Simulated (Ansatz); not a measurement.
A computed series for MgSnO3: pressure series

Consider MgSnO₃ (space group R-3, No. 148; a = 5.279 Å, c = 14.107 Å (hexagonal axes); a cell from a computed database, its experimental status unchecked).

Cell and atoms are relaxed at each pressure.

Computed with PBEsol (Ansatz, a first-principles code; PAW; 420 eV plane waves; no SOC).

| change | volume per atom | band gap | smallest direct gap |
|---|---|---|---|
| base | 11.35 Å³ | 2.74 eV | 2.94 eV |
| pressure −2 GPa | 11.51 Å³ | 2.66 eV | 2.87 eV |
| pressure −1 GPa | 11.43 Å³ | 2.70 eV | 2.91 eV |
| pressure 0.3 GPa | 11.32 Å³ | 2.75 eV | 2.95 eV |
| pressure 0.7 GPa | 11.29 Å³ | 2.77 eV | 2.97 eV |
| pressure 1.5 GPa | 11.24 Å³ | 2.80 eV | 2.99 eV |
| pressure 3 GPa | 11.13 Å³ | 2.85 eV | 3.04 eV |
| pressure 5 GPa | 11.00 Å³ | 2.92 eV | 3.10 eV |
| pressure 7.5 GPa | 10.84 Å³ | 3.00 eV | 3.17 eV |
| pressure 10 GPa | 10.70 Å³ | 3.08 eV | 3.24 eV |

Load acts through the strain it causes; cell and atoms are relaxed under it. Stability against distortions was not tested. No other phases were tried under pressure.
